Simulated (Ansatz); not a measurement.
The parent structure is GaN in the wurtzite structure (space group P6_3mc, No. 186).

```
GaN
1.0
    3.21861     0.00000     0.00000
   -1.60931     2.78740     0.00000
    0.00000     0.00000     5.24355
Ga N
2 2
Cartesian
  1.60931   0.92913   0.00505
  0.00000   1.85827   2.62682
  1.60931   0.92913   3.27321
  0.00000   1.85827   0.65144
```

Cartesian axes are those of the cell as printed.

Level of theory: DFT with PBE, PAW potentials and a 420 eV plane-wave cutoff in Ansatz (an electronic-structure program), no spin-orbit coupling, earlier PAW set.

Base values:

- Electron mass = 0.14 mₑ along c, 0.16 mₑ across (at Γ)

The change: tensile biaxial strain of 0.95 % in the plane normal to [001], as in epitaxy on a mismatched substrate; the out-of-plane cell vector and the atoms relax.

Question: Estimate the effect on the electron mass and in-plane stress.

Answer: The electron mass becomes 0.14 mₑ out of plane, 0.15 mₑ in plane (at Γ) (base: 0.14 mₑ along c, 0.16 mₑ across (at Γ)); the mean in-plane stress (compression positive) is -3.7 GPa.

The levels and masses belong to the bands next to the band gap. Effective masses come from finite differences of ±0.01 Å⁻¹. Whether these cells are dynamically stable was not tested.
